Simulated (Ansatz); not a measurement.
This concerns the energy of configuration A over configuration B. The value is E(A) − E(B).

Cell A: a slab of composition Co3Si18H built on Si (diamond, Fd-3m) (111), with 15 atoms on that crystal's sites, 22 atoms, hexagonal cell of 3.87 Å (13.0 Å²), symmetry P3m1, 27.4 Å thick under 16 Å of vacuum, in-plane vectors held at the crystal's; planes from bottom to top: H | Si × 12 | CoSi | Si × 2 | Co | Si × 2 | Co | Si, its two faces unlike (dipole correction applied); foreign atoms: H bound to 1 Si at 1.51 Å; Co bound to 8 Si at 2.27–2.47 Å; Co bound to 8 Si at 2.27–2.37 Å; Co bound to 7 Si at 2.30–2.36 Å; spin state with PBE: no moments, k-point mesh 9×9×1.
```xyz
22
Lattice="3.8679 0.0000 0.0000 1.9339 3.3497 0.0000 0.0000 0.0000 43.5400" Properties=species:S:1:pos:R:3 pbc="T T T"
H      3.8679     2.2331     7.9404
Si     3.8679     2.2331     9.4455
Si     0.0000     0.0000    10.2069
Si     0.0000     0.0000    12.5726
Si     1.9339     1.1166    13.3628
Si     1.9339     1.1166    15.7306
Si     3.8679     2.2331    16.5200
Si     3.8679     2.2331    18.8886
Si     0.0000     0.0000    19.6779
Si     0.0000     0.0000    22.0480
Si     1.9339     1.1166    22.8349
Si     1.9339     1.1166    25.2053
Si     3.8679     2.2331    26.1361
Si     1.9339     1.1166    28.0505
Co     3.8679     2.2331    28.4623
Si     0.0000     0.0000    29.3964
Si     3.8679     2.2331    30.9373
Co     0.0000     0.0000    31.6616
Si     1.9339     1.1166    32.4634
Si     0.0000     0.0000    33.9861
Co     1.9339     1.1166    34.7609
Si     3.8679     2.2331    35.3695
```

Cell B: a slab of composition Co3Si18H built on Si (diamond, Fd-3m) (111), with 15 atoms on that crystal's sites, 22 atoms, hexagonal cell of 3.87 Å (13.0 Å²), symmetry P3m1, 27.7 Å thick under 17 Å of vacuum, in-plane vectors held at the crystal's; planes from bottom to top: H | Si × 13 | Co | Si × 2 | Co | Si × 2 | Co | Si, its two faces unlike (dipole correction applied); foreign atoms: H bound to 1 Si at 1.50 Å; Co bound to 7 Si at 2.26–2.33 Å; Co bound to 8 Si at 2.33–2.37 Å; Co bound to 7 Si at 2.28–2.35 Å; spin state with PBE: no moments, k-point mesh 9×9×1.
```xyz
22
Lattice="3.8679 0.0000 0.0000 1.9339 3.3497 0.0000 0.0000 0.0000 44.3238" Properties=species:S:1:pos:R:3 pbc="T T T"
H      3.8679     2.2331     8.1541
Si     3.8679     2.2331     9.6585
Si     0.0000     0.0000    10.4185
Si     0.0000     0.0000    12.7823
Si     1.9339     1.1166    13.5699
Si     1.9339     1.1166    15.9370
Si     3.8679     2.2331    16.7252
Si     3.8679     2.2331    19.0934
Si     0.0000     0.0000    19.8816
Si     0.0000     0.0000    22.2505
Si     1.9339     1.1166    23.0408
Si     1.9339     1.1166    25.4102
Si     3.8679     2.2331    26.1963
Si     3.8679     2.2331    28.5683
Co     0.0000     0.0000    29.2199
Si     1.9339     1.1166    29.8042
Si     0.0000     0.0000    31.4762
Co     1.9339     1.1166    32.1314
Si     3.8679     2.2331    32.9153
Si     1.9339     1.1166    34.4611
Co     3.8679     2.2331    35.1997
Si     0.0000     0.0000    35.8167
```

Plane-wave PAW calculations with Ansatz (a first-principles code), its default PAW set, cutoff 420 eV, 500 eV for r2SCAN. The structures are at rest with PBE, within the held lattices; other levels are single points on them. Neutral cells; Fermi-Dirac smearing of at most 0.05 eV in the solids, energies taken to zero width. The lattices are those relaxed with PBE or held as stated, so at other levels the solids can be strained, which adds to the spread. Larger cells are relaxed from a start prepared with the learned potential CHGNet till forces fall under 0.03 eV/Å, which some starts already meet. A dispersion term (D3(BJ), or D4 for r2SCAN) was computed beside these levels and is taken off wherever the name lacks it. No zero-point or thermal terms. No structure search was made; lower ones may exist. Values are for these cell sizes. Cell A has symmetry P3m1 and got no random move, so less symmetric positions, which may lie lower, weren't tried. Cell B has symmetry P3m1 and got no random move, so less symmetric positions, which may lie lower, weren't tried.

Task: What value does r2SCAN give?

Result: -0.09 eV for A less B, so A lies lower.

Task: What do the other levels give, and how wide is the spread?

Result: 
```csv
Functional,value (eV),less r2SCAN
PBE,-0.18,-0.09
```

The levels span 0.09 eV, from PBE (-0.18) to r2SCAN (-0.09).
